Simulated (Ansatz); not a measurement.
## InSb (model structure, P6₃/mmc, No. 194, 4 atoms in the cell)

Computed with LDA (PAW; Ansatz, a program for electronic structure).

Settings: plane-wave cutoff 520 eV, 18×18×10 k mesh (along the axes of the cell as run), Fermi–Dirac smearing 0.05 eV, scalar-relativistic PAW data made under PBE.

Cell (relaxed at this level):

```cif
data_In2Sb2
_chemical_formula_sum 'In2 Sb2'
_space_group_name_H-M_alt 'P63/mmc'
_space_group_IT_number 194
_space_group_name_Hall '-P 6c 2c'
_cell_length_a 4.13320
_cell_length_b 4.13320
_cell_length_c 7.28480
_cell_angle_alpha 90.000
_cell_angle_beta 90.000
_cell_angle_gamma 120.000
loop_
_atom_site_label
_atom_site_type_symbol
_atom_site_symmetry_multiplicity
_atom_site_Wyckoff_symbol
_atom_site_fract_x
_atom_site_fract_y
_atom_site_fract_z
_atom_site_occupancy
In1 In 2 a 0.00000 0.00000 0.00000 1
Sb1 Sb 2 c 0.33333 0.66667 0.25000 1
```

```
Item                     Value
---------------  -------------
band gap         zero (no gap)
bulk modulus B0       58.2 GPa
```

Note: the bulk modulus is −V dP/dV from two relaxed cells at ±2 % in volume; the relaxation could raise the start's symmetry but not lower it, so the cell can be a saddle point.

Spin–orbit coupling is not included; it can open a gap where bands touch, and shift volumes and moduli.

The computed numbers hold no vibrational or temperature effects.

The result took roughly 10 core-minutes.

A model structure was made by putting elements into a prototype or built by hand; it is no filed structure, need not be a known phase, and can be a saddle point held by its symmetry.
